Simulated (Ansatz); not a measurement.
# Response to strain in Ag

The parent structure is Ag in the fcc (Cu type) structure (space group Fm-3m, No. 225; a = 4.001 Å; relaxed with 0.1 eV smearing). Axes: x, y, z lie along the cube axes.

Strains are applied to the cell and any free atomic positions relax.

Computed with LDA/PAW in Ansatz (a first-principles code), without spin-orbit coupling.

Notes on the quantities. energy relative to the base: free energy F; pressure: mean of the normal stresses, compression positive.

```json
[
 {"case": "base", "energy relative to the base": "0 meV/atom", "pressure": "0.0 GPa", "volume per atom": "16.01 Å³"},
 {"case": "tensor shear ε_xy = +1.71 %", "energy relative to the base": "+3.6 meV/atom", "pressure": "0.2 GPa", "volume per atom": "16.01 Å³"},
 {"case": "tensor shear ε_xy = +1.14 %", "energy relative to the base": "+1.6 meV/atom", "pressure": "0.1 GPa", "volume per atom": "16.01 Å³"},
 {"case": "tensor shear ε_xy = +1.43 %", "energy relative to the base": "+2.5 meV/atom", "pressure": "0.1 GPa", "volume per atom": "16.01 Å³"},
 {"case": "tensor shear ε_xy = +0.29 %", "energy relative to the base": "+0.1 meV/atom", "pressure": "0.0 GPa", "volume per atom": "16.01 Å³"},
 {"case": "tensor shear ε_xy = +0.57 %", "energy relative to the base": "+0.4 meV/atom", "pressure": "0.0 GPa", "volume per atom": "16.01 Å³"},
 {"case": "tensor shear ε_xy = +2.00 %", "energy relative to the base": "+4.9 meV/atom", "pressure": "0.3 GPa", "volume per atom": "16.00 Å³"},
 {"case": "tensor shear ε_xy = +0.86 %", "energy relative to the base": "+0.9 meV/atom", "pressure": "0.0 GPa", "volume per atom": "16.01 Å³"}
]
```

No phonon test of stability was made.
